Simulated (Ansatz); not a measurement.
Consider N vacancy in wurtzite GaN, charge state +3. Computed with HSE06, atoms relaxed with HSE06 at the PBE lattice, PAW (plane waves to 420 eV; Ansatz, an electronic-structure program).

72-site cell at the relaxed PBE lattice, a 2×2×2 k-point mesh shifted by half a step along c, smearing 0.01 eV, spin-restricted, no finite-size correction. Energies are static. The charge state is imposed; whether it is stable for some Fermi level was not computed. Forms of the defect that were not tried may lie lower.

Relaxed starting cell (atoms counted from 1):

```xyz
71
Lattice="9.6554 0.0000 0.0000 -4.8277 8.3618 0.0000 0.0000 0.0000 10.4862" Properties=species:S:1:pos:R:3 pbc="T T T"
Ga     1.6084     0.9308     2.1070
Ga     1.6084     0.9308     7.8668
Ga     0.0029     3.7301     2.5933
Ga     0.0061     3.7592     7.8972
Ga    -1.5979     6.5027     2.5933
Ga    -1.5711     6.4909     7.8972
Ga     4.8353     0.9216     2.5933
Ga     4.8589     0.9042     7.8972
Ga     3.2138     3.7301     2.5933
Ga     3.2106     3.7592     7.8972
Ga     1.6084     6.5054     2.6232
Ga     1.6084     6.5054     7.8849
Ga     8.0368     0.9216     2.5933
Ga     8.0132     0.9042     7.8972
Ga     6.4361     3.7181     2.6112
Ga     6.4361     3.7181     7.8776
Ga     4.8146     6.5027     2.5933
Ga     4.7878     6.4909     7.8972
Ga    -0.3377     2.0544     5.3945
Ga    -0.0417     1.8835    10.4212
Ga    -1.6114     4.6464     5.2458
Ga    -1.6176     4.6429    10.4938
Ga    -3.2194     7.0456     5.3945
Ga    -3.2194     7.3873    10.4212
Ga     3.5544     2.0544     5.3945
Ga     3.2584     1.8835    10.4212
Ga     1.6084     4.6653     5.2712
Ga     1.6084     4.6576    10.4962
Ga     0.0148     7.4254     5.2712
Ga     0.0081     7.4293    10.4962
Ga     6.4361     1.8614     5.2458
Ga     6.4361     1.8685    10.4938
Ga     4.8281     4.6464     5.2458
Ga     4.8343     4.6429    10.4938
Ga     3.2019     7.4254     5.2712
Ga     3.2086     7.4293    10.4962
N      1.6084     0.9308     9.8559
N      0.0116     3.7189     4.5886
N     -0.0023     3.7323     9.8455
N     -1.6032     6.5158     4.5886
N     -1.5986     6.4971     9.8455
N      4.8213     0.9196     4.5886
N      4.8398     0.9249     9.8455
N      3.2051     3.7189     4.5886
N      3.2190     3.7323     9.8455
N      1.6084     6.5054     4.6040
N      1.6084     6.5054     9.8496
N      8.0509     0.9196     4.5886
N      8.0323     0.9249     9.8455
N      6.4361     3.7181     4.6009
N      6.4361     3.7181     9.8430
N      4.8199     6.5158     4.5886
N      4.8153     6.4971     9.8455
N     -0.0165     1.8689     1.9578
N     -0.0079     1.8639     7.2406
N     -1.6105     4.6470     1.9848
N     -1.6096     4.6475     7.2093
N     -3.2194     7.4164     1.9578
N     -3.2194     7.4264     7.2406
N      3.2332     1.8689     1.9578
N      3.2246     1.8639     7.2406
N      1.6084     4.6473     1.9864
N      1.6084     4.6508     7.2259
N     -0.0008     7.4344     1.9864
N      0.0022     7.4327     7.2259
N      6.4361     1.8604     1.9848
N      6.4361     1.8593     7.2093
N      4.8272     4.6470     1.9848
N      4.8263     4.6475     7.2093
N      3.2175     7.4344     1.9864
N      3.2145     7.4327     7.2259
```
Cell charge +3.

End state 1 differs by these moves (Å; atoms that move under 0.08 Å are left out):

| atom | element | Δx | Δy | Δz |
|---|---|---|---|---|
| 1 | Ga | -0.01 | 0.00 | 0.49 |
| 9 | Ga | 0.00 | -0.01 | -0.49 |
| 19 | Ga | 0.32 | -0.20 | -0.12 |
| 20 | Ga | 0.03 | -0.03 | 0.07 |
| 23 | Ga | 0.00 | 0.39 | -0.15 |
| 24 | Ga | 0.01 | 0.04 | 0.07 |
| 25 | Ga | -0.34 | -0.58 | 0.00 |
| 26 | Ga | -0.04 | -0.07 | 0.00 |
| 27 | Ga | -0.34 | 0.18 | 0.12 |
| 28 | Ga | -0.04 | 0.01 | -0.07 |
| 33 | Ga | 0.34 | 0.19 | 0.15 |
| 34 | Ga | 0.03 | 0.03 | -0.07 |
| 44 | N | -1.60 | -2.78 | 0.00 |

Q: What is the computed forward and backward barriers to end state 1 (HSE06, atoms relaxed with HSE06 at the PBE lattice, PAW)?

A: forward 2.93 eV, backward 2.93 eV; at the saddle point atom 44 has neighbours Ga at 1.84, 2 Ga at 2.21 Å. The saddle point's order was not checked, and it lies on a symmetry element of the cell, where a band can be held.

End state 2 differs by these moves (Å; atoms that move under 0.08 Å are left out):

```
atom  element     Δx     Δy     Δz
----  -------  -----  -----  -----
1          Ga  -0.34  -0.20   0.67
2          Ga  -0.04  -0.02  -0.07
7          Ga   0.33  -0.19   0.18
8          Ga   0.01   0.00  -0.10
9          Ga   0.00   0.38   0.18
10         Ga   0.01   0.01  -0.10
19         Ga   0.30  -0.17  -0.12
23         Ga   0.01   0.35  -0.12
25         Ga  -0.34  -0.20  -0.15
26         Ga  -0.04  -0.02  -0.45
60          N  -1.63  -0.94   2.66
```

Q: Give the forward and backward barriers to end state 2 at the level HSE06, atoms relaxed with HSE06 at the PBE lattice, PAW.

A: forward 2.85 eV, backward 2.85 eV; at the saddle point atom 60 has neighbours Ga at 1.79, Ga at 1.89, Ga at 2.33 Å. The saddle point's order was not checked.
